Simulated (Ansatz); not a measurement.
We consider LaWN₃ (R3c, No. 161, 10 atoms in the cell; start mp-989524), described by LDA (plane waves, PAW; Ansatz, a first-principles code).

Numerical settings: plane-wave cutoff 520 eV, 8×8×8 k mesh, Fermi–Dirac smearing 0.01 eV, no spin polarisation, scalar-relativistic PAW data made under PBE.

Cell (relaxed at this level):

```
LaWN3
1.0
    2.80690     1.62056     4.53940
   -2.80690     1.62056     4.53940
    0.00000    -3.24112     4.53940
La W N
2 2 6
Direct
  0.53726   0.53726   0.53726
  0.03726   0.03726   0.03726
  0.78588   0.78588   0.78588
  0.28588   0.28588   0.28588
  0.99978   0.10284   0.55593
  0.55593   0.99978   0.10284
  0.10284   0.55593   0.99978
  0.05593   0.60284   0.49978
  0.60284   0.49978   0.05593
  0.49978   0.05593   0.60284
```

Q: Predict the band gap.

A: 
- band gap = 0.94 eV (on the SCF k mesh)

Note: the relaxation could not lower the start's symmetry, so the cell can be a saddle point above a distorted one.

Spin–orbit coupling is not included.

The result took around 9 core-minutes (rough).

A start named mp-… is a Materials Project structure, which need not be a measured phase.
